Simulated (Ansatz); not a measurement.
Levels about the gap of amorphous Ge$_{16}$Sb$_{8}$Se$_{32}$ (56 atoms in a cell of 1521 Å³, 5.09 g/cm³; zone centre alone, so wide bands show as single levels with stretches between that a denser mesh fills), at the geometry that PBE-D3(BJ) relaxed, where it gives 0.1 GPa on a denser mesh. The participation number counts the atoms over which a state spreads; weights are charges in smoothed Voronoi cells. The levels come from a single point, so bond lengths are those of that geometry. Method of the levels: PBE-D3(BJ), scalar-relativistic without spin-orbit coupling, PAW (Ansatz default set, large-core Se) (Ansatz, a quantum-chemistry and plane-wave program). Sampling: the zone centre alone; Fermi-Dirac width 0.05 eV; no spin polarisation.

The cell was made by melting and quenching with the CHGNet potential and then relaxed with DFT. The hot cell started wider than the set density and was brought back towards it in steps. It is the lowest in DFT energy of 3 quenches. It is a model cell: composition and starting density were chosen by hand, and all elements were melted together. The geometry includes D3(BJ) dispersion. Its density started from a set value of 4.72 and ended at 5.09 g/cm³. The simulated quench (nominally 100 K/ps over its main leg) is rapid and tends to freeze in more defects than a deposited or slowly cooled glass has. Values belong to this one cell and scatter from quench to quench. Volume and shape were free in the relaxation. On a 2×2×2 Γ-centred mesh force components of up to 0.14 eV/Å stay, since the relaxation ran on one k-point at (1/4, 1/4, 1/4).

```json
[
 {"E - E(highest filled), eV": "-0.55", "filling": "filled", "participation number": "26.2", "largest on": "Se, 2 neighbours", "weight Se": "0.78", "weight Ge": "0.11", "weight Sb": "0.10"},
 {"E - E(highest filled), eV": "-0.50", "filling": "filled", "participation number": "32.2", "largest on": "Se, 3 neighbours", "weight Se": "0.73", "weight Ge": "0.19", "weight Sb": "0.08"},
 {"E - E(highest filled), eV": "-0.40", "filling": "filled", "participation number": "24.1", "largest on": "Se, 2 neighbours", "weight Se": "0.73", "weight Ge": "0.20", "weight Sb": "0.07"},
 {"E - E(highest filled), eV": "-0.33", "filling": "filled", "participation number": "13.2", "largest on": "Se, 2 neighbours", "weight Se": "0.82", "weight Ge": "0.10", "weight Sb": "0.07"},
 {"E - E(highest filled), eV": "-0.32", "filling": "filled", "participation number": "26.6", "largest on": "Se, 2 neighbours", "weight Se": "0.74", "weight Ge": "0.20", "weight Sb": "0.06"},
 {"E - E(highest filled), eV": "-0.05", "filling": "filled", "participation number": "24.7", "largest on": "Se, 3 neighbours", "weight Se": "0.69", "weight Ge": "0.25", "weight Sb": "0.06"},
 {"E - E(highest filled), eV": "0.00", "filling": "filled", "participation number": "19.9", "largest on": "Ge, 4 neighbours", "weight Se": "0.66", "weight Ge": "0.25", "weight Sb": "0.09"},
 {"E - E(highest filled), eV": "0.70", "filling": "empty", "participation number": "33.4", "largest on": "Se, 2 neighbours", "weight Se": "0.57", "weight Ge": "0.31", "weight Sb": "0.12"},
 {"E - E(highest filled), eV": "0.83", "filling": "empty", "participation number": "35.0", "largest on": "Se, 2 neighbours", "weight Se": "0.56", "weight Ge": "0.29", "weight Sb": "0.16"},
 {"E - E(highest filled), eV": "0.99", "filling": "empty", "participation number": "30.1", "largest on": "Ge, 2 neighbours", "weight Se": "0.52", "weight Ge": "0.34", "weight Sb": "0.15"},
 {"E - E(highest filled), eV": "1.13", "filling": "empty", "participation number": "33.1", "largest on": "Sb, 4 neighbours", "weight Se": "0.52", "weight Ge": "0.25", "weight Sb": "0.23"},
 {"E - E(highest filled), eV": "1.19", "filling": "empty", "participation number": "38.2", "largest on": "Sb, 3 neighbours", "weight Se": "0.49", "weight Ge": "0.23", "weight Sb": "0.28"},
 {"E - E(highest filled), eV": "1.19", "filling": "empty", "participation number": "35.8", "largest on": "Sb, 4 neighbours", "weight Se": "0.47", "weight Ge": "0.36", "weight Sb": "0.17"},
 {"E - E(highest filled), eV": "1.31", "filling": "empty", "participation number": "30.7", "largest on": "Sb, 3 neighbours", "weight Se": "0.52", "weight Ge": "0.23", "weight Sb": "0.25"}
]
```

Most localised among these is the filled level at -0.33 eV, on a Se atom, which has 2 neighbours (Ge 2.38 Å, Sb 2.67 Å).
